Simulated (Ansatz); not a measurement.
**HfN under a change: biaxial strain −0.50 %, plane normal [001], relaxed out of plane**

The reference is HfN in the rock salt structure (space group Fm-3m, No. 225; a = 4.468 Å; relaxed with 0.1 eV smearing). Axes: x, y, z lie along the cube axes.

One thing is altered: compressive biaxial strain of 0.50 % in the plane normal to [001], as in epitaxy on a mismatched substrate; the out-of-plane cell vector and the atoms relax.

Level of theory: LDA in Ansatz (plane waves to 420 eV, PAW, no SOC). k-mesh 22×22×22 (Γ-centred); smearing 0.1 eV (Fermi–Dirac).

- Volume per atom = 11.06 Å³ (base 11.15 Å³)
- Space group = I4/mmm (No. 139) (base Fm-3m (No. 225))
- Shortest interatomic distance = 2.223 Å (base 2.234 Å)
- Energy relative to the base (free energy F) = +1.3 meV/atom
- Pressure (mean of the normal stresses, compression positive) = 2.6 GPa (base 0.0 GPa)
- Band gap = zero (base zero)
- Out-of-plane strain = +0.17 %
- Mean in-plane stress (compression positive) = +3.9 GPa

Stability against distortions was not tested. The final runs are not spin-polarised. An odd electron count without spin: HfN.

Ansatz is a first-principles code.
